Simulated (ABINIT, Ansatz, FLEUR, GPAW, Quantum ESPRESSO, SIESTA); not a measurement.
## Mg6CuW (Amm2, 8 atoms in the cell) computed with different codes at matched settings

Self-consistent single point, at a second geometry (lattice scaled by 0.98). First geometry:

```xyz
8
Lattice="4.8739 0.0000 0.0000 0.0000 3.0371 5.3665 0.0000 -3.0371 5.3665" Properties=species:S:1:pos:R:3 pbc="T T T"
Mg     2.4369     1.5299     4.5241
Mg     2.4369    -1.5299     4.5241
Mg     0.0000     1.4735     6.2993
Mg     0.0000    -1.4735     6.2993
Mg     0.0000     0.0000     3.4514
Mg     0.0000     0.0000     8.8359
Cu     2.4369     0.0000     1.7827
W      2.4369     0.0000     7.2151
```

Shared settings, as Ansatz (a quantum-chemistry and plane-wave program) writes them: kpoints.mp_grid.grid = 3 3 3; scf.occupations.method = fermi_dirac; scf.occupations.width = 0.136 eV. Potentials and cutoffs stand in the table.

| code | model | ΔF from the first geometry (meV/atom) | pressure (GPa) | largest force (eV/Å) | cutoff |
|---|---|---|---|---|---|
| Ansatz | PBEsol, PAW files made with PBE | -20.8 | -1.16 | 0.140 | 420 eV |
| SIESTA | GGA PBEsol, numerical atomic orbitals DZP, PseudoDojo PBEsol standard norm-conserving potentials (rewritten from UPF to PSML) | -5.2 | 1.42 | 0.230 | grid 300 Ry |
| Quantum ESPRESSO | PBEsol, PseudoDojo standard norm-conserving (PBESOL) pseudopotentials | -20.6 | -1.13 | 0.150 | 95 Ry |
| GPAW | PBEsol, GPAW PAW datasets PBEsol (made by gpaw-setup) | -19.9 | -1.06 | 0.133 | 850 eV |
| ABINIT | PBEsol, PAW (JTH v2.0 PBE PAW, files made for PBE) | -20.2 | -1.17 | 0.141 | 816 eV |
| FLEUR | PBEsol, all-electron FLAPW (FLEUR), scalar-relativistic valence | -20.7 | – | 0.139 | Kmax 4 1/bohr |

Size of the force on each atom (eV/Å): Sizes of forces hide their directions.

```tsv
code	Mg1	Mg2	Mg3	Mg4	Mg5	Mg6	Cu7	W8
Ansatz	0.035	0.035	0.057	0.057	0.140	0.023	0.005	0.013
SIESTA	0.050	0.050	0.230	0.230	0.105	0.195	0.035	0.011
Quantum ESPRESSO	0.037	0.037	0.065	0.065	0.150	0.026	0.005	0.014
GPAW	0.034	0.034	0.050	0.050	0.133	0.026	0.006	0.010
ABINIT	0.034	0.034	0.056	0.056	0.141	0.026	0.008	0.013
FLEUR	0.035	0.035	0.059	0.059	0.139	0.028	0.005	0.012
```

A dash marks a value that a program does not give, or that is left out as unsure.

On Ansatz's run: spin-orbit coupling is off. Spin polarisation is off.

The spread over the programs that give each value: ΔF from the first geometry within 15.6 meV/atom; pressure within 2.59 GPa; largest force within 0.097 eV/Å.

SIESTA uses small atom-centred bases, whose incompleteness enters pressures, forces and empty levels differently from a plane-wave cutoff. FLEUR treats all electrons, but the usual bases taken here (sphere radii, linearisation, local orbitals, empty states) were not tested for convergence, so the values are no reference for the others. Ansatz's pressure is given at a fixed set of plane waves, as the other plane-wave codes print theirs. In the pressure, SIESTA (by 2.56) lies more than 1 GPa from the median of the plane-wave programs. In the force vectors, SIESTA (by 0.197) lies more than 0.08 eV/Å from the median of the plane-wave programs.

The shared mesh is coarse (it stands for a supercell whose shortest vector is 14 Å), so the values are not converged in it.

The starting cell comes from a database of computed structures (which also holds hypothetical and non-ambient phases and stackings), without a prior relaxation at this level. Its lattice was rescaled by a random factor within 2.5 % of one. For this run, on top of that: lattice scaled by 0.98.

Left out of this page: CP2K (unsound by tests on forces, stress, charge or solver warnings).

Keys are those of Ansatz 0.2.
